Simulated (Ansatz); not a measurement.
Hypothetical rock salt CrGe, point defects

Start from a 16-atom supercell of CrGe in the rock salt structure (space group Fm-3m, No. 225; ferromagnetic; a hypothetical phase, not in the database extracts checked) at its relaxed geometry.

```xyz
16
Lattice="0.0000 5.0156 5.0156 5.0156 0.0000 5.0156 5.0156 5.0156 0.0000" Properties=species:S:1:pos:R:3 pbc="T T T"
Ge     0.0000     0.0000     0.0000
Ge     2.5078     2.5078     0.0000
Ge     2.5078     0.0000     2.5078
Ge     5.0156     2.5078     2.5078
Ge     0.0000     2.5078     2.5078
Ge     2.5078     5.0156     2.5078
Ge     2.5078     2.5078     5.0156
Ge     5.0156     5.0156     5.0156
Cr     2.5078     2.5078     2.5078
Cr     5.0156     5.0156     2.5078
Cr     5.0156     2.5078     5.0156
Cr     7.5234     5.0156     5.0156
Cr     2.5078     5.0156     5.0156
Cr     5.0156     7.5234     5.0156
Cr     5.0156     5.0156     7.5234
Cr     7.5234     7.5234     7.5234
```

One neutral defect a cell, atoms relaxed at fixed cell.

The values are results of PBE in Ansatz (plane waves to 420 eV, PAW, no spin-orbit coupling), earlier PAW set, not measurements.

```tsv
case	largest displacement of a host atom from its site in the perfect cell	pressure	energy gained by relaxation
perfect supercell	–	0.0 GPa	–
Ti on a Cr site, symmetric start	0.06 Å	2.1 GPa	0.12 eV
Mo on a Cr site, symmetric start	0.05 Å	2.1 GPa	0.10 eV
Cd on a Ge site, symmetric start	0.15 Å	4.0 GPa	0.75 eV
```

Other magnetic orders, which the real material may have, were not ruled out. In so small a cell the defect repeats every few ångströms: this is an ordered compound, not a dilute defect. The defect started on the symmetric site and kept its symmetry, so it may sit on a saddle.

Ansatz is a first-principles code.
